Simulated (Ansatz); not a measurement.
The starting structures come from a database of crystals and need not be the phases stable at ambient conditions.

 Where the default PAW files enter, the runs use the earlier of Ansatz's two default sets.

By PBEsol, the system below comes out a metal.

A figure of merit of an interconnect metal is its ballistic conductance per area.

Given:

```
CELL_PARAMETERS angstrom
      2.90561     0.00000     0.00000
     -1.45280     2.51633     0.00000
      1.45280     0.83878     2.44359
ATOMIC_POSITIONS crystal
  Ti 0.00000 0.00000 0.00000
```

Space group of this cell: R-3m. The cell is strained (lengths along the current scaled by 1.03, ions clamped); by PBEsol its mean pressure is -7.0 GPa.

The current flows along the normal of the first two printed cell vectors, the (111) (indices of the unstrained crystal) plane of the conventional cell. No spin-orbit coupling; the value is a mean over 0.1 eV about the Fermi level.

**Question.** State the ballistic conductance per area according to PBEsol (Ansatz, an electronic-structure program).

**Answer.** 1.4 × 10¹⁵ S/m² for both spins.
